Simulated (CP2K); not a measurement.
## CP2K run on CaB2O4 (Pbcn, 28 atoms in the cell): self-consistent single point

Method of the run: PBEsol, GPW, DZVP-MOLOPT-SR-GTH basis, GTH-PBE potentials (GTH_POTENTIALS) (CP2K).

Input as run:

```
&GLOBAL
  PROJECT calc
  RUN_TYPE ENERGY_FORCE
  PRINT_LEVEL MEDIUM
&END GLOBAL
&FORCE_EVAL
  METHOD Quickstep
  STRESS_TENSOR ANALYTICAL
  &DFT
    BASIS_SET_FILE_NAME BASIS_MOLOPT
    POTENTIAL_FILE_NAME GTH_POTENTIALS
    &QS
      METHOD GPW
      EPS_DEFAULT 1E-10
    &END QS
    &MGRID
      CUTOFF 500
      REL_CUTOFF 50
      NGRIDS 5
    &END MGRID
    &SCF
      SCF_GUESS ATOMIC
      EPS_SCF 1E-7
      MAX_SCF 100
      ADDED_MOS 26
      &DIAGONALIZATION
        ALGORITHM STANDARD
      &END DIAGONALIZATION
      &MIXING
        METHOD BROYDEN_MIXING
        ALPHA 0.3
        NBUFFER 10
      &END MIXING
      &SMEAR ON
        METHOD FERMI_DIRAC
        ELECTRONIC_TEMPERATURE [K] 1578.21
      &END SMEAR
    &END SCF
    &KPOINTS
      SCHEME MONKHORST-PACK 2 5 4
      GAMMA_CENTERED T
    &END KPOINTS
    &XC
      &XC_FUNCTIONAL
        &PBE
          PARAMETRIZATION PBESOL
        &END PBE
      &END XC_FUNCTIONAL
    &END XC
    &PRINT
      &MO
        EIGENVALUES T
        OCCUPATION_NUMBERS T
        NDIGITS 8
        FILENAME mo
        &EACH
          QS_SCF 0
        &END EACH
        ADD_LAST NUMERIC
      &END MO
      &MULLIKEN ON
      &END MULLIKEN
    &END PRINT
  &END DFT
  &SUBSYS
    &CELL
      A 11.71136000 0.00000000 0.00000000
      B 0.00000000 4.32108800 0.00000000
      C 0.00000000 0.00000000 6.24942400
      PERIODIC XYZ
    &END CELL
    &COORD
      Ca       0.00000000     1.14076723     1.56235600
      Ca       5.85568000     1.01977677     4.68706800
      Ca       0.00000000     3.18032077     4.68706800
      Ca       5.85568000     3.30131123     1.56235600
      B        2.30713792     3.65996154     0.78117800
      B        9.40422208     3.65996154     2.34353400
      B        3.54854208     2.82167046     3.90589000
      B        8.16281792     2.82167046     5.46824600
      B        9.40422208     0.66112646     5.46824600
      B        2.30713792     0.66112646     3.90589000
      B        8.16281792     1.49941754     2.34353400
      B        3.54854208     1.49941754     0.78117800
      O        1.04231104     3.11982554     0.69368606
      O       10.66904896     3.11982554     2.43102594
      O        4.81336896     3.36180646     3.81839806
      O        6.89799104     3.36180646     5.55573794
      O       10.66904896     1.20126246     5.55573794
      O        1.04231104     1.20126246     3.81839806
      O        6.89799104     0.95928154     2.43102594
      O        4.81336896     0.95928154     0.69368606
      O        2.43596288     0.72162170     0.86866994
      O        9.27539712     0.72162170     2.25604206
      O        3.41971712     1.43892230     3.99338194
      O        8.29164288     1.43892230     5.38075406
      O        9.27539712     3.59946630     5.38075406
      O        2.43596288     3.59946630     3.99338194
      O        8.29164288     2.88216570     2.25604206
      O        3.41971712     2.88216570     0.86866994
    &END COORD
    &KIND Ca
      BASIS_SET DZVP-MOLOPT-SR-GTH-q10
      POTENTIAL GTH-PBE-q10
    &END KIND
    &KIND B
      BASIS_SET DZVP-MOLOPT-SR-GTH-q3
      POTENTIAL GTH-PBE-q3
    &END KIND
    &KIND O
      BASIS_SET DZVP-MOLOPT-SR-GTH-q6
      POTENTIAL GTH-PBE-q6
    &END KIND
  &END SUBSYS
  &PRINT
    &FORCES ON
    &END FORCES
    &STRESS_TENSOR ON
    &END STRESS_TENSOR
  &END PRINT
&END FORCE_EVAL
```

Log, with long lists cut:

```
 GLOBAL| Method name                                                        CP2K
 GLOBAL| Project name                                                       calc
 GLOBAL| Run type                                                   ENERGY_FORCE

 CELL| Volume [angstrom^3]:                                           316.257208
 CELL| Vector a [angstrom]:      11.711     0.000     0.000   |a| =    11.711360
 CELL| Vector b [angstrom]:       0.000     4.321     0.000   |b| =     4.321088
 CELL| Vector c [angstrom]:       0.000     0.000     6.249   |c| =     6.249424
 CELL| Angle (b,c), alpha [degree]:                                    90.000000
 CELL| Angle (a,c), beta  [degree]:                                    90.000000
 CELL| Angle (a,b), gamma [degree]:                                    90.000000
 CELL| Numerically orthorhombic:                                             YES
 CELL| Periodicity                                                           XYZ

 DFT| Spin restricted Kohn-Sham (RKS) calculation                            RKS
 DFT| Multiplicity                                                             1
 DFT| Number of spin states                                                    1
 DFT| Charge                                                                   0
 DFT| XC density smoothing                                                  NONE
 DFT| XC derivatives                                                          PW

 QS| Method:                                                                 GPW
 QS| Density plane wave grid type                        NON-SPHERICAL FULLSPACE
 QS| Number of grid levels:                                                    5
 QS| Density cutoff [a.u.]:                                                250.0
 QS| Multi grid cutoff [a.u.]: 1) grid level                               250.0
   [... lines left out ...]
 BRILLOUIN| Wavefunction type                                            COMPLEX
 BRILLOUIN| List of Kpoints [2 Pi/Bohr]                                       22
 BRILLOUIN| Number           Weight            X              Y              Z
 BRILLOUIN|     1           0.05000        0.00000       -0.40000       -0.25000
 BRILLOUIN|     2           0.05000        0.00000       -0.40000        0.00000
 BRILLOUIN|     3           0.05000        0.00000       -0.40000        0.25000
   [... 19 lines left out ...]
 *******************************************************************************

 Extrapolation method: initial_guess

 Re-scaling the density matrix to get the right number of electrons
                  # Electrons              Trace(P)               Scaling factor
                          160               160.000                        1.000

 Number of electrons:                                                        160
 Number of occupied orbitals:                                                 80
 Number of molecular orbitals:                                               106

 Number of orbital functions:                                                368
 Number of independent orbital functions:                                    368
 SCF WAVEFUNCTION OPTIMIZATION

  Step     Update method      Time    Convergence         Total energy    Change
     1 NoMix/Diag. 0.30E+00      -     1.97529468      -427.0579230875 -4.27E+02
     2 Broy./Diag. 0.30E+00      -     0.26028163      -404.9179225346  2.21E+01
     3 Broy./Diag. 0.30E+00      -     0.06805137      -422.0172699013 -1.71E+01
     4 Broy./Diag. 0.30E+00      -     0.02766802      -426.1990576095 -4.18E+00
     5 Broy./Diag. 0.30E+00      -     0.01432552      -426.4130482695 -2.14E-01
     6 Broy./Diag. 0.30E+00      -     0.00279740      -426.6663904709 -2.53E-01
     7 Broy./Diag. 0.30E+00      -     0.00220228      -426.4783544499  1.88E-01
     8 Broy./Diag. 0.30E+00      -     0.00028958      -426.4834877401 -5.13E-03
     9 Broy./Diag. 0.30E+00      -     0.00022436      -426.4767624080  6.73E-03
    10 Broy./Diag. 0.30E+00      -     0.00002958      -426.4834929602 -6.73E-03
    11 Broy./Diag. 0.30E+00      -     0.00002308      -426.4845233852 -1.03E-03
    12 Broy./Diag. 0.30E+00      -     0.00000178      -426.4847646551 -2.41E-04
    13 Broy./Diag. 0.30E+00      -     0.00000100      -426.4847810486 -1.64E-05
    14 Broy./Diag. 0.30E+00      -     0.00000038      -426.4847793081  1.74E-06
    15 Broy./Diag. 0.30E+00      -     0.00000010      -426.4847710423  8.27E-06
  *** SCF run converged in    15 steps ***

  Electronic density on regular grids:       -159.9999999994        0.0000000006
  Core density on regular grids:              159.9999999912       -0.0000000088
  Total charge density on r-space grids:       -0.0000000082
  Total charge density g-space grids:          -0.0000000082

  Overlap energy of the core charge distribution:               0.00001419466951
  Self energy of the core charge distribution:              -1002.22281669649408
  Core Hamiltonian energy:                                    274.56189941334998
  Hartree energy:                                             386.24180713301439
  Exchange-correlation energy:                                -85.06567508478574
  Electronic entropic energy:                                  -0.00000000204099
  Fermi energy:                                                 0.21678033495055

  Total energy:                                              -426.48477104228704
  Total energy (extrapolated to T->0):                       -426.48477104126653

                     Mulliken Population Analysis

 #  Atom  Element  Kind  Atomic population                           Net charge
       1     Ca       1          8.878250                              1.121750
       2     Ca       1          8.878250                              1.121750
       3     Ca       1          8.878250                              1.121750
       4     Ca       1          8.878250                              1.121750
       5     B        2          2.772303                              0.227697
       6     B        2          2.772303                              0.227697
       7     B        2          2.772303                              0.227697
   [... 21 lines left out ...]
 # Total charge                            160.000000                 -0.000000

 ENERGY| Total FORCE_EVAL ( QS ) energy [hartree]           -426.484769058168240

 FORCES| Atomic forces [hartree/bohr]
 FORCES|   Atom     x               y               z               |f|
 FORCES|      1 -5.26428016E-09  3.58937260E-03  1.58041852E-08   3.58937260E-03
 FORCES|      2 -1.64026593E-09 -3.58937428E-03 -9.15684506E-09   3.58937428E-03
 FORCES|      3  6.07308956E-09 -3.58936828E-03 -1.70482946E-08   3.58936828E-03
 FORCES|      4  1.06884240E-09  3.58937016E-03  8.41929255E-09   3.58937016E-03
 FORCES|      5 -5.13288831E-02 -1.94876005E-02 -3.66279072E-04   5.49049631E-02
 FORCES|      6  5.13288944E-02 -1.94876018E-02  3.66282790E-04   5.49049741E-02
   [... 17 lines left out ...]
 FORCES|     24 -3.16921791E-02  4.44643195E-03 -2.22854368E-03   3.20800776E-02
 FORCES|     25  3.16922056E-02  4.44646124E-03 -2.22854007E-03   3.20801076E-02
 FORCES|     26 -3.16922072E-02  4.44644873E-03  2.22852921E-03   3.20801067E-02
 FORCES|     27 -3.16922051E-02 -4.44645266E-03 -2.22852335E-03   3.20801047E-02
 FORCES|     28  3.16922123E-02 -4.44645875E-03  2.22853772E-03   3.20801138E-02
 FORCES| Sum    -6.72385758E-13  1.92646316E-11  8.29709738E-12
 FORCES| Total atomic force                                       2.09861849E-11

 STRESS| Analytical stress tensor [bar]
 STRESS|                        x                   y                   z
 STRESS|      x        1.91239683921E+04   6.34397653132E-03   2.72495179619E-03
 STRESS|      y        6.34397653132E-03  -1.33069319583E+03   1.35114627613E-02
 STRESS|      z        2.72495179619E-03   1.35114627613E-02  -2.95390336496E+04
 STRESS| 1/3 Trace                                            -3.91525281778E+03
```

The run converged in 15 iterations.

The starting cell comes from a database of published, mostly measured structures (it also holds non-ambient and calculated ones), without a prior relaxation at this level. Its lattice was rescaled by a random factor within 2.5 % of one. Values carry the incompleteness of an atom-centred basis. The potentials were made for another functional than the one used. Forces in this geometry exceed 1 eV/Å.

Cost on one core of a shared machine: roughly 2 min.
